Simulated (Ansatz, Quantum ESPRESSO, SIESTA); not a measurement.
# Code comparison for MgCd3 (P1, 4 atoms in the cell)

Self-consistent single point, at a second geometry (atoms moved at random). First geometry:

```
CELL_PARAMETERS angstrom
      3.13458     0.00000     0.00000
     -1.56729     2.71463     0.00000
      0.00000     0.00000    10.03841
ATOMIC_POSITIONS crystal
  Mg 0.00000 0.00000 0.50000
  Cd 0.00000 0.00000 0.00000
  Cd 0.66667 0.33333 0.74779
  Cd 0.66667 0.33333 0.25221
```

Second geometry:
```xyz
4
Lattice="3.1346 0.0000 0.0000 -1.5673 2.7146 0.0000 0.0000 0.0000 10.0384" Properties=species:S:1:pos:R:3 pbc="T T T"
Mg    -0.1006     0.0175     4.9869
Cd     0.0373     0.0360    -0.0137
Cd     1.6054     0.8623     7.5415
Cd     1.5925     0.8940     2.5429
```

Shared settings, as Ansatz (a program for electronic structure) writes them: kpoints.mp_grid.grid = 10 10 3; scf.occupations.method = gaussian; scf.occupations.width = 0.05 eV. Potentials and cutoffs stand in the table.

| code | model | ΔF from the first geometry (meV/atom) | pressure (GPa) | largest force (eV/Å) | cutoff |
|---|---|---|---|---|---|
| Quantum ESPRESSO | PBEsol, GBRV 1.5 ultrasoft (PBESOL) pseudopotentials | 4.3 | -0.91 | 0.225 | 40 Ry |
| Ansatz | PBEsol, PAW files made with PBE | 4.2 | -0.74 | 0.211 | default |
| SIESTA | GGA PBEsol, numerical atomic orbitals TZP, PseudoDojo PBEsol standard norm-conserving potentials (rewritten from UPF to PSML) | 4.8 | -5.46 | – | grid 300 Ry |

Size of the force on each atom (eV/Å): Sizes of forces hide their directions.

```json
[
 {"code": "Quantum ESPRESSO", "Mg1": "0.208", "Cd2": "0.137", "Cd3": "0.225", "Cd4": "0.110"},
 {"code": "Ansatz", "Mg1": "0.208", "Cd2": "0.135", "Cd3": "0.211", "Cd4": "0.121"}
]
```

A dash marks a value that a program does not give, or that is left out as unsure.

The spread over the programs that give each value: ΔF from the first geometry within 0.6 meV/atom; pressure within 4.72 GPa; largest force within 0.014 eV/Å.

SIESTA uses small atom-centred bases, whose incompleteness enters pressures, forces and empty levels differently from a plane-wave cutoff. Ansatz's pressure is given at a fixed set of plane waves, as the other plane-wave codes print theirs. In the pressure, SIESTA (by 4.64) lies more than 1 GPa from the median of the plane-wave programs.

The starting cell comes from a database of computed structures (which also holds hypothetical and non-ambient phases and stackings), without a prior relaxation at this level. For this run, on top of that: atoms moved at random.

Left out of this page: CP2K (unsound by tests on forces, stress, charge or solver warnings).

Keys are those of Ansatz 0.2.
